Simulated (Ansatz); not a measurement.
Take WGe in the rock salt structure (space group Fm-3m, No. 225; a = 5.123 Å; a hypothetical phase, not in the database extracts checked; relaxed with 0.1 eV smearing) as the base. Axes: x, y, z lie along the cube axes.

Calculations: r2SCAN (Ansatz, a program for electronic structure, PAW, no SOC), earlier PAW set.

A first run, uniaxial strain ε_zz = −2.27 %, gives secant values C11 ≈ 480 GPa and C12 ≈ 72 GPa from its stress. A second run applies biaxial strain −1.50 %, plane normal [001], relaxed out of plane.

Q: What does linear elasticity predict for −ε⊥/ε∥ in the second run, and what does the run give?

A: Linear elasticity: 2 C12/C11 = 0.30. The run gives 0.35; any difference comes from nonlinear terms at these strains and numerical noise.

No phonon test of stability was made. All final runs are without spin polarisation. WGe has a high density of states at the Fermi level and may be magnetic at this level.
